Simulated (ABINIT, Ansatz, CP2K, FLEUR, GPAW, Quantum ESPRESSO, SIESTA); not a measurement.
**One structure in several programs: ZnP (P6_3mc, 4 atoms in the cell)**

Self-consistent single point.

```
CELL_PARAMETERS angstrom
      3.63466     0.00000     0.00000
     -1.81733     3.14771     0.00000
      0.00000     0.00000     6.91407
ATOMIC_POSITIONS crystal
  Zn 0.33333 0.66667 0.35584
  Zn 0.66667 0.33333 0.85584
  P  0.33333 0.66667 0.01916
  P  0.66667 0.33333 0.51916
```

All programs got the same cell, k-point mesh and kind of occupations (in Ansatz's words: kpoints.mp_grid.grid = 10 10 5; scf.occupations.method = gaussian; scf.occupations.width = 0.2 eV); potentials, basis and cutoffs are each program's usual ones.

```csv
code,model,pressure (GPa),largest force (eV/Å),k-points,cutoff
SIESTA,"GGA PBEsol, numerical atomic orbitals TZP, PseudoDojo PBEsol standard norm-conserving potentials (rewritten from UPF to PSML)",-4.62,0.040,260,grid 300 Ry
FLEUR,"PBEsol, all-electron FLAPW (FLEUR), scalar-relativistic valence",–,0.015,42,Kmax 4 1/bohr
Ansatz,"PBEsol, PAW files made with PBE",-3.66,0.020,42,default
Quantum ESPRESSO,"PBEsol, GBRV 1.5 ultrasoft (PBESOL) pseudopotentials",-3.87,0.020,42,50 Ry
ABINIT,"PBEsol, PAW (JTH v2.0 PBE PAW, files made for PBE)",-3.65,0.016,42,30 Ha
CP2K,"PBEsol, GPW, DZVP-MOLOPT-SR-GTH basis, GTH-PBE potentials (GTH_POTENTIALS)",-2.57,–,252,grid 600 Ry
GPAW,"PBEsol, GPAW PAW datasets PBEsol (made by gpaw-setup)",-3.45,0.017,42,850 eV
```

Size of the force on each atom (eV/Å): Sizes of forces hide their directions.

```tsv
code	Zn1	Zn2	P3	P4
SIESTA	0.031	0.031	0.040	0.040
FLEUR	0.014	0.014	0.015	0.015
Ansatz	0.020	0.020	0.020	0.020
Quantum ESPRESSO	0.020	0.020	0.020	0.020
ABINIT	0.016	0.016	0.016	0.016
GPAW	0.017	0.017	0.016	0.016
```

A dash marks a value that a program does not give, or that is left out as unsure.

No clean gap comes from SIESTA, Ansatz (a first-principles code), Quantum ESPRESSO, ABINIT, CP2K and GPAW: levels at the Fermi energy touch, overlap or are partly filled at this smearing.

The spread over the programs that give each value: pressure within 2.05 GPa; largest force within 0.025 eV/Å.

The starting cell comes from a database of computed structures (which also holds hypothetical and non-ambient phases and stackings), without a prior relaxation at this level. On Ansatz's run: In the base run, with a pressure of about -4 GPa the cell is away from its equilibrium volume at this level. The run gives no clean gap (levels at the Fermi energy touch, overlap or are partly filled at this smearing), which alone does not show that the compound is a metal.

**Question.** Why do the programs differ, and what cannot be compared?

**Answer.** Differences of this kind can come from the potentials, where these differ, and from what each basis and cutoff leave unconverged. The valence holds different numbers of electrons (SIESTA 50, FLEUR 34, Ansatz 34, Quantum ESPRESSO 50, ABINIT 34, CP2K 34, GPAW 34). The zero of total energies and Fermi levels follows the potentials and each program's conventions, so they are not compared here. SIESTA and CP2K use small atom-centred bases, whose incompleteness enters pressures, forces and empty levels differently from a plane-wave cutoff. FLEUR treats all electrons, but the usual bases taken here (sphere radii, linearisation, local orbitals, empty states) were not tested for convergence, so the values are no reference for the others. Ansatz's pressure is given at a fixed set of plane waves, as the other plane-wave codes print theirs; with its correction for the finite basis it is -3.61 GPa. The programs reduce the same mesh by symmetry to different extents, which changes the work and not the result. In the pressure, CP2K (by 1.09) lies more than 1 GPa from the median of the plane-wave programs.

Left out of this page: Elk (not drawn, or without a comparable value).

Keys are those of Ansatz 0.2.
